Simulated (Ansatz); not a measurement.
Consider BN (space group P6_3/mmc, No. 194; layered, stacked along the Cartesian z axis).

```
CELL_PARAMETERS angstrom
      2.50644     0.00000     0.00000
     -1.25322     2.17064     0.00000
      0.00000     0.00000     6.61468
ATOMIC_POSITIONS crystal
  B  0.66667 0.33333 0.75000
  B  0.33333 0.66667 0.25000
  N  0.33333 0.66667 0.75000
  N  0.66667 0.33333 0.25000
```

Cartesian axes are those of the cell as printed.

All numbers come from PBE-D3(BJ)/PAW in Ansatz (a first-principles code), no SOC.

Now apply this change: every lattice vector is stretched by 3.00 %, atoms relaxed at fixed cell.

### Question
Predict the stress tensor and what it implies for the stiffness.

### Answer
Stress of the strained cell less that of the base (GPa, compression positive):
```
 -27.13    0.00    0.00
   0.00  -27.13    0.00
   0.00    0.00   -0.58
```

Then B = −ΔP/(ΔV/V₀) with ΔV/V₀ = 0.0927 gives secant stiffness values (nonlinear terms included at this strain): B (at held cell shape, above the free-shape value) ≈ 197 GPa.

As a check, the harmonic strain energy −½ V₀ Δσ:ε is 46 meV/atom; the computed energy rise is 51 meV/atom.

Whether these cells are dynamically stable was not tested.
